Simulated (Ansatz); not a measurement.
The parent structure is AlRu in the CsCl type structure (space group Pm-3m, No. 221; relaxed with 0.1 eV smearing).

```xyz
2
Lattice="2.9545 0.0000 0.0000 0.0000 2.9545 0.0000 0.0000 0.0000 2.9545" Properties=species:S:1:pos:R:3 pbc="T T T"
Al     1.4773     1.4773     1.4773
Ru     0.0000     0.0000     0.0000
```

Method: LDA (Ansatz, a program for electronic structure), spin-orbit coupling left out.

Strains are applied to the cell and any free atomic positions relax.

One change was made to it. Results:

The pressure goes from zero to -16.8 GPa; the energy goes up by 68 meV/atom.

Problem. What was done to the base?
A. isotropic strain −1.00 %
B. isotropic strain +2.50 %
C. isotropic strain +1.00 %
D. isotropic strain +3.00 %

Solution. D, isotropic strain +3.00 %. For comparison, the energy relative to the base in the other runs: isotropic strain +1.00 % gives +8.1 meV/atom; isotropic strain +2.50 % gives +48 meV/atom; isotropic strain −1.00 % gives +8.7 meV/atom.

No phonon test of stability was made. All final runs are without spin polarisation.
